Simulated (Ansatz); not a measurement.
Consider WSi$_{2}$ (space group I4/mmm, No. 139; a = 3.2292 Å, c = 7.8672 Å).

Level of theory: PBE (Ansatz, a first-principles code), no spin-orbit coupling.

One change was made to it. Results:

```tsv
quantity	base	after
density	9.72 g/cm³	10.01 g/cm³
c/a ratio	2.436	2.442
shortest interatomic distance	2.603 Å	2.588 Å
```

Problem. What was done to the base?
(A) pressure 15 GPa
(B) pressure 30 GPa
(C) pressure 7 GPa
(D) pressure −2 GPa
(E) pressure −1 GPa

Solution. C, pressure 7 GPa. For comparison, the density in the other runs: pressure −2 GPa gives 9.63 g/cm³; pressure 15 GPa gives 10.32 g/cm³; pressure −1 GPa gives 9.67 g/cm³; pressure 30 GPa gives 10.83 g/cm³.

Load acts through the strain it causes; cell and atoms are relaxed under it. Whether these cells are dynamically stable was not tested. No other phases were tried under pressure. All final runs are without spin polarisation.
